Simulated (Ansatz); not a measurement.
Worked example: self-consistent single point of TiTc (P4mm, 2 atoms in the cell) in Ansatz (a program for electronic structure).

Computed with PBEsol, default PAW files made with PBE (plane waves; Ansatz).

```yaml
crystal:
  lattice:
    - [3.10375, 0.00000, 0.00000]
    - [0.00000, 3.10375, 0.00000]
    - [0.00000, 0.00000, 3.10375]
  atoms:
    - { symbol: Ti, position: [0.50000, 0.50000, 0.51611] }
    - { symbol: Tc, position: [0.00000, 0.00000, 0.00000] }
```

Reference input (self-consistent single point, DFT, PBEsol, plane waves, default PAW files made with PBE): basis.ecutwfc = 500 eV; kpoints.mp_grid.grid = 11 11 11; hamiltonian.xc = pbesol; hamiltonian.pseudopotentials = {kind: paw} (the program's default PAW files); scf.occupations.method = fermi_dirac; scf.occupations.width = 0.1 eV. This run's input differs from it in these lines:

Ansatz 0.2 input:
```diff
@@ -9,3 +9,3 @@
 basis:
-  ecutwfc: 500.0
+  ecutwfc: 275.0
 kpoints:
```

Log, with long lists cut:

```
SCF iter   1: F=—  HF=-7809.909077 eV  |F-HF|=—  |Δ(HF+E_count)|=         —  Δρ=9.61e-2  dr2=2.60e0  ethr=3.10e-3  ⟨swp⟩=4.0  Hψ=8845  notcnv=0
all-band conjugate gradients solve this SCF's bands
preconditioner: auto → none
SCF iter   2: F=—  HF=-7809.307346 eV  |F-HF|=—  |Δ(HF+E_count)|=   6.02e-1  Δρ=5.41e-2  dr2=9.71e-1  ethr=3.10e-3  ⟨swp⟩=3.0  Hψ=5544  notcnv=0
SCF iter   3: F=—  HF=-7809.095568 eV  |F-HF|=—  |Δ(HF+E_count)|=   2.12e-1  Δρ=5.65e-3  dr2=9.57e-3  ethr=3.10e-3  ⟨swp⟩=2.3  Hψ=4197  notcnv=0
SCF iter   4: F=—  HF=-7809.095362 eV  |F-HF|=—  |Δ(HF+E_count)|=   2.06e-4  Δρ=9.51e-4  dr2=2.83e-4  ethr=3.55e-5  ⟨swp⟩=1.8  Hψ=3188  notcnv=0
SCF iter   5: F=—  HF=-7809.095351 eV  |F-HF|=—  |Δ(HF+E_count)|=   1.09e-5  Δρ=4.11e-4  dr2=7.95e-5  ethr=1.05e-6  ⟨swp⟩=2.0  Hψ=3681  notcnv=0
SCF iter   6: F=—  HF=-7809.095321 eV  |F-HF|=—  |Δ(HF+E_count)|=   2.97e-5  Δρ=5.96e-5  dr2=9.75e-7  ethr=2.95e-7  ⟨swp⟩=2.2  Hψ=3265  notcnv=0
SCF iter   7: F=-7809.095321 eV  HF=-7809.095321 eV  |F-HF|=3.01e-8  |Δ(HF+E_count)|=   1.16e-7  Δρ=9.75e-6  dr2=3.96e-8  ethr=3.70e-10  ⟨swp⟩=4.8  Hψ=8597  notcnv=0
SCF 1 converged in 7 iterations: F = -7809.095321 eV  dr2 = 3.96e-8
Free energy (F): -7809.095321 eV
Internal energy: -7809.034098 eV  (E = F + TS)
E sigma→0 (E₀):  -7809.064709 eV
Entropy (-TS):   -0.061224 eV (-30.612 meV/atom)
Fermi energy:    18.080390 eV
--- Forces (eV/Å), atoms counted from 1 ---
  atom   1  Ti     0.00000000     0.00000000    -0.54049150
  atom   2  Tc     0.00000000     0.00000000     0.54050760
--- Stress (GPa, compression-positive) ---
       -8.230113       0.000000      -0.000000
        0.000000      -8.230113       0.000000
       -0.000000       0.000000      -8.447976
  P = ⅓ Tr σ = -8.3027 GPa (-83.027 kbar)
  The stress holds the Pulay correction. Without it, at fixed plane waves, as pw.x and ABINIT print it: P = -108.7314 GPa
```

The run converged in 7 iterations. Against the reference run the free energy rises by 1.73 eV/atom, the pressure goes from -6.69 to -8.30 GPa and the largest force goes from 0.379 to 0.541 eV/Å.

The starting cell comes from a database of computed structures (which also holds hypothetical and non-ambient phases and stackings), without a prior relaxation at this level. Its lattice was rescaled by up to half a per cent. One atom was moved a little off its site on purpose. Spin polarisation is off. Ansatz's pressure includes its estimate of the finite-basis (Pulay) stress. Without the estimate this run gives -108.73 GPa. The cutoff lies below the one recommended for these files.
